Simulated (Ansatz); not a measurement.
Effect of Cs on a Br site (antisite), symmetric start on CsPbBr3

Base system: a 20-atom supercell of CsPbBr3 in the cubic perovskite structure (space group Pm-3m, No. 221; a = 6.003 Å) at its relaxed geometry.

Perturbation: a neutral Cs on a Br site (antisite), symmetric start, atoms relaxed at fixed cell.

Level of theory: PBE in Ansatz (plane waves to 420 eV, PAW, no spin-orbit coupling). Settings: 3×3×3 k-points, 0.01 eV Fermi–Dirac smearing.

The pressure goes from zero to 1.0 GPa and the gap of the supercell goes from 1.78 eV to zero. The total moment of the cell amounts to 0.7 μB and the energy gained by relaxation comes out as 1.14 eV. The largest displacement of a host atom from its site in the perfect cell is 0.48 Å and the mean distance from the defect site to its nearest host atoms increases by 0.19 Å, from 3.00 Å to 3.19 Å.

Other magnetic orders, which the real material may have, were not ruled out. In so small a cell the defect repeats every few ångströms: this is an ordered compound, not a dilute defect. The mesh was chosen for an insulator and is coarse for the gapless case. The defect started on the symmetric site and kept its symmetry, so it may sit on a saddle. Spin-orbit coupling, missing from the scalar runs, can matter with Pb. Many cubic perovskites are stable only at high temperature; tilts and polar distortions were not tested. The defect cell is spin-polarised and ends with 0.7 μB, a fractional moment that hangs on the mesh and smearing. This is not the structure that CsPbBr3 has at room temperature and ambient pressure.

Ansatz is a quantum-chemistry and plane-wave program.
